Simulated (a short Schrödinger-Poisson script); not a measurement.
# Symmetric double-gate stack, Si3N4 on p-type Si(110)

System: symmetric double-gate stack, Si3N4 on p-type Si(110), at 400 K.

```
layer  material  thickness (nm)  Na (cm⁻³)
-----  --------  --------------  ---------
1         Si3N4             2.5          -
2            Si               5       2e15
3         Si3N4             2.5          -
```

Constants are typed, rounded textbook-type inputs, not results; the design itself was drawn at random and stands for no fabricated device. Si3N4: permittivity 7.5, conduction-band edge (eV) 1.95, gap (eV) 5.1, electron mass (mₑ) 0.5. Si: permittivity 11.7, conduction-band edge (eV) 0, gap (eV) 1.124, Nv at 300 K (cm⁻³) 3.1e19.

Channel valleys (confinement mass, in-plane density-of-states mass, number): Δ4 0.315, 0.324, 4; Δ2 0.19, 0.417, 2. At the gates, both at one voltage, the conduction-band edge of layer 1 lies 2.18 eV − eVg above the Fermi level of the channel. Gaps are held at their typed values at every temperature. Mesh 0.03 nm at interfaces.

From a short Schrödinger-Poisson script (our own, NumPy): 1D Poisson equation in equilibrium, electrons quantum, Hartree (BenDaniel-Duke, 12 states a valley, the channel's in-plane mass for all, wave functions free to enter the dielectric), parabolic valleys, classical holes, full ionisation, no traps, pinning or gate leakage.

```tsv
Vg (V)	electrons (cm⁻²)	C (μF/cm²)	Δ4 E0 (meV)	Δ4 E1 (meV)	Δ2 E0 (meV)	Δ2 E1 (meV)
-0.05	2.65e9	0.0125	317.9	431.0	334.6	500.1
0	1.12e10	0.0521	268.2	381.4	285.0	450.4
0.05	4.58e10	0.205	219.6	332.7	236.4	401.7
0.1	1.69e11	0.661	174.6	287.3	191.3	356.3
0.15	4.92e11	1.46	137.6	249.5	154.2	318.2
0.2	1.07e12	2.20	110.7	221.1	127.2	289.5
0.25	1.84e12	2.71	91.6	200.0	107.9	268.1
0.3	2.74e12	3.03	77.6	183.6	93.6	251.3
0.35	3.72e12	3.25	66.6	170.3	82.4	237.5
0.4	4.75e12	3.40	57.8	158.9	73.3	225.6
0.45	5.83e12	3.51	50.3	148.9	65.7	215.2
0.5	6.94e12	3.60	43.9	140.0	59.0	205.8
0.55	8.07e12	3.67	38.3	131.8	53.2	197.2
0.6	9.23e12	3.73	33.3	124.4	48.0	189.2
0.65	1.04e13	3.78	28.8	117.4	43.3	181.8
0.7	1.16e13	3.83	24.7	110.9	39.0	174.9
0.75	1.28e13	3.88	20.9	104.8	35.1	168.4
0.8	1.40e13	3.91	17.4	99.0	31.4	162.2
0.85	1.52e13	3.95	14.1	93.6	28.1	156.3
0.9	1.65e13	3.99	11.1	88.4	24.9	150.7
0.95	1.77e13	4.02	8.2	83.4	21.9	145.4
```

Subbands count from the Fermi level. The capacitance is that of both gates.
